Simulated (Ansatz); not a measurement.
Consider Nb-vacancy pair (Nb on one host Ru site, one Ru site vacant) in hcp Ru, neutral cell. These are PBE, PAW (plane waves to 420 eV; Ansatz, a quantum-chemistry and plane-wave program) values and carry that method's errors.

Cell of 36 host sites held at the relaxed PBE lattice; a 2×2×2 k-point mesh shifted by half a step along c; Fermi-Dirac width 0.10 eV, spin-restricted; finite-size errors left in. No zero-point or tunnelling terms. Forms of the defect that were not tried may lie lower.

Barriers: single points on a 4×4×4 k-point mesh shifted by half a step along c at the bands' geometries (they differ from the bands' own by up to 0.22 eV, and are uncertain by about as much).

Relaxed starting cell (atoms counted from 1):

```xyz
35
Lattice="8.1642 0.0000 0.0000 -4.0821 7.0704 0.0000 0.0000 0.0000 8.5861" Properties=species:S:1:pos:R:3 pbc="T T T"
Nb    -0.0561     1.5436     1.2104
Ru    -0.0130     1.5685     5.3927
Ru    -1.3838     3.9405     1.0795
Ru    -1.3754     3.9259     5.3849
Ru    -2.7262     6.2656     1.0795
Ru    -2.7347     6.2800     5.3849
Ru     2.7246     1.5835     1.0843
Ru     2.7342     1.5987     5.3997
Ru     1.3690     3.9315     1.0844
Ru     1.3868     3.9323     5.4000
Ru     0.0047     6.2920     1.0748
Ru     0.0054     6.2925     5.3884
Ru     5.4271     1.5671     1.0842
Ru     5.4617     1.5663     5.3560
Ru     4.0694     3.9254     1.0871
Ru     4.0780     3.9304     5.3895
Ru     2.7060     6.2805     1.0844
Ru     2.7225     6.3106     5.3564
Ru     1.4153     0.7786     3.2825
Ru     1.3489     0.7902     7.5178
Ru     0.0172     3.2003     3.2824
Ru    -0.0060     3.1370     7.5178
Ru    -1.3576     5.5058     3.2340
Ru    -1.3622     5.5030     7.5225
Ru     4.0753     0.7820     3.2382
Ru     4.0861     0.7847     7.5182
Ru     2.7135     3.1423     3.2372
Ru     2.7167     3.1442     7.5375
Ru     1.3502     5.5021     3.2379
Ru     1.3579     5.5101     7.5181
Ru     6.7898     0.7824     7.4836
Ru     5.4442     3.1582     3.2355
Ru     5.4462     3.1349     7.5376
Ru     4.0923     5.4996     3.2355
Ru     4.0734     5.5129     7.5377
```

End state 1 differs by these moves (Å; atoms that move under 0.08 Å are left out):

```
atom  element     Δx     Δy    Δz
----  -------  -----  -----  ----
1          Nb  -1.25  -0.72  1.90
```

Problem. Predict the forward and backward barriers to end state 1 from PBE, PAW.

Solution. forward 1.01 eV, backward 1.01 eV; at the saddle point atom 1 has neighbours 4 Ru at 2.50, 4 Ru at 3.03 Å. The saddle point's order was not checked, and it lies on a symmetry element of the cell, where a band can be held.
